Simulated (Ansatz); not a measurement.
Response to strain in GaS

Take GaS in the beta-GaS type structure (space group P6_3/mmc, No. 194; layered, stacked along the Cartesian z axis) as the base.

```
CELL_PARAMETERS angstrom
      3.53441     0.00000     0.00000
     -1.76721     3.06089     0.00000
      0.00000     0.00000    15.04125
ATOMIC_POSITIONS crystal
  Ga 0.33333 0.66667 0.66957
  Ga 0.66667 0.33333 0.16957
  Ga 0.66667 0.33333 0.33043
  Ga 0.33333 0.66667 0.83043
  S  0.33333 0.66667 0.09695
  S  0.66667 0.33333 0.59695
  S  0.66667 0.33333 0.90305
  S  0.33333 0.66667 0.40305
```

Cartesian axes are those of the cell as printed.

Strains are applied to the cell and any free atomic positions relax; under biaxial strain the out-of-plane vector relaxes too.

Method: PBEsol-D3(BJ) (Ansatz, an electronic-structure program), scalar-relativistic without spin-orbit coupling, earlier PAW set.

Before the change:

```
Property   Result
--------  -------
Band gap  1.29 eV
```

Q: The aim is a band gap between 1.03 eV and 1.11 eV. Which of these changes reaches it?
(A) biaxial strain +0.85 %, plane normal [001], relaxed out of plane
(B) isotropic strain −1.95 %
(C) tensor shear ε_xz = +1.55 %

A: B, isotropic strain −1.95 %. It gives 1.07 eV; biaxial strain +0.85 %, plane normal [001], relaxed out of plane gives 1.23 eV; tensor shear ε_xz = +1.55 % gives 1.28 eV. Changes not listed may reach it too

Stability against distortions was not tested.
